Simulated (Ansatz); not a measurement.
For BeAg (model structure, started from the CsCl type, Pm-3m, No. 221, 2 atoms in the cell), LDA (plane waves, PAW; Ansatz, a first-principles code) gives:

```
Item                                   Value
------------------------------  ------------
equilibrium lattice constant a       2.879 Å
bulk modulus                         148 GPa
cohesive energy                 3.85 eV/atom
```

Question: What does r²SCAN (Ansatz, plane waves, PAW) give for the same quantities?

Answer: 
- lattice constant a: 2.932 Å (increases by 1.8 %)
- bulk modulus: 128 GPa (drops by 14 %)
- cohesive energy: 3.15 eV/atom (shrinks by 0.70 eV/atom)

Changes are worked out from the printed values.

Unless a cell is named, each level is at its own relaxed cell (LDA 11.93, r²SCAN 12.60 Å³/atom).

Caveats: the bulk modulus is −V dP/dV from two relaxed cells at ±2 % in volume (LDA, r²SCAN). Ansatz's density-functional and Hartree–Fock values are scalar-relativistic unless marked +SOC, with PAW data made under PBE.

A model structure was made by putting elements into a prototype or built by hand; it is no filed structure, need not be a known phase, and can be a saddle point held by its symmetry.
